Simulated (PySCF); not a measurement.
PySCF 2.14.0, unrestricted R2SCAN/def2-svp, df: W(O)(F)4 cation ([O]=[W]([F])([F])([F])[F]), charge +1, multiplicity 2, 6 atoms. The geometry is a generated start, not checked to be a minimum at this level.

```json
{
  "task": "energy",
  "method": "r2scan",
  "basis": "def2-svp",
  "two_electron_scheme": "density fitting",
  "mol.max_memory": "3000 MB",
  "mf.max_cycle": "100",
  "mf.init_guess": "minao (default)",
  "mf.DIIS": "CDIIS (default)",
  "mf.conv_tol": "1e-09 (default)",
  "mf.grids.level": "3 (default)",
  "effective_core_potentials": "those of the basis set, past Kr",
  "basis_functions": "102",
  "grid_points": "95440"
}
```

```xyz
6

W      0.1047    -0.0609     0.0982
O      1.2321    -0.7161     1.1458
F     -1.1304     0.6464    -1.0472
F      0.0595     1.6673     0.8051
F      1.0449    -0.3195    -1.4961
F     -1.3108    -1.2173     0.4943
```

Charge 1 and multiplicity 2 are set for this test and not shown to be the ground state.

One run each on 2 threads, 1 BLAS thread. Values of diis_space tried: 3, 5, 8 (default), 12, 20.

Problem. Predict the course of the Fock builds along this series.

Solution. Fewest Fock builds, within one of each other: 8 (default) with 18, 12 with 19, 20 with 19. The count rises to 25 at 5. The run ends without SCF convergence in 100 cycles at 3.

```csv
diis_space,Fock builds,end
3,101,no convergence
5,25,same solution
8 (default),18,same solution
12,19,same solution
20,19,same solution
```
